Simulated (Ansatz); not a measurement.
## Effective masses and thermopower of monolayer Sb

Here is the system:

```xyz
2
Lattice="4.1217 0.0000 0.0000 -2.0608 3.5695 0.0000 0.0000 0.0000 17.4065" Properties=species:S:1:pos:R:3 pbc="T T T"
Sb     2.0608     1.1898     9.5204
Sb     0.0000     2.3797     7.8861
```

Method: PBE with spin-orbit coupling, rigid bands (plane waves, PAW; Ansatz, a quantum-chemistry and plane-wave program). Condition of this run: spin-orbit coupling switched on. How the cell was made: cell and atoms relaxed with PBE.

```yaml
band_gap: 1.02 eV
electron conductivity mass (300 K, dilute): 0.23 mₑ
hole conductivity mass (300 K, dilute): 0.129 mₑ
effective density of states N_c (300 K): 1.7e13 cm⁻²
effective density of states N_v (300 K): 1.3e12 cm⁻²
Seebeck coefficient, n-type 1.7e12 cm⁻², 300 K: -369 μV/K
Seebeck coefficient, p-type 1.7e12 cm⁻², 300 K: 139 μV/K
```

Rigid bands; masses and Seebeck coefficients take one relaxation time τ for all states and one kind of carrier; polarons and phonon drag are left out.
